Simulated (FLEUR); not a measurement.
Band structure of GaCo (Pm-3m, 2 atoms in the cell).

```
GaCo
1.0
    2.84723     0.00000     0.00000
    0.00000     2.84723     0.00000
    0.00000     0.00000     2.84723
Ga Co
1 1
Direct
  0.50000   0.50000   0.50000
  0.00000   0.00000   0.00000
```
Moments meant for the start (each program seeds them in its own way; μB, in the order of the atoms Ga Co): 0.0 3.0.

Method: FLEUR with PBE, all-electron FLAPW (FLEUR), scalar-relativistic valence.

Settings: Kmax = 3.6 1/bohr; GmaxXC = 10.8 1/bohr; xcFunctional = pbe; jspins = 2; l_soc = F; mode = hist; fermiSmearingEnergy = 0.00367493 Htr; mesh (inpgen div1-3) = 9 9 9; inpgen gamma flag = false; Gmax = 10.8 1/bohr; numbands = 26; maxIterBroyd = 15; imix = Anderson; alpha = 0.05.

The starting cell comes from a database of computed structures (which also holds hypothetical and non-ambient phases and stackings), without a prior relaxation at this level. The starting moments vanished: the run ended non-magnetic, which need not be the lowest state. Values depend on the basis (sphere radii, cutoffs, local orbitals), which need not be converged.

Levels in eV from the Fermi level, bands 11 to 18 of the first spin channel:
```json
[
 {"point": "Γ", "11": "-2.62", "12": "-0.74", "13": "-0.74", "14": "-0.74", "15": "5.37", "16": "5.37", "17": "5.37", "18": "11.59"},
 {"point": "X", "11": "-2.40", "12": "-1.80", "13": "-1.80", "14": "-0.73", "15": "0.16", "16": "11.19", "17": "11.19", "18": "11.85"},
 {"point": "M", "11": "-3.19", "12": "-2.53", "13": "-1.25", "14": "-1.25", "15": "-0.22", "16": "2.46", "17": "3.38", "18": "11.93"},
 {"point": "R", "11": "-4.23", "12": "-0.20", "13": "-0.20", "14": "0.92", "15": "4.00", "16": "4.00", "17": "4.00", "18": "5.01"}
]
```

The net moment of the cell came out as 0.00 μB.
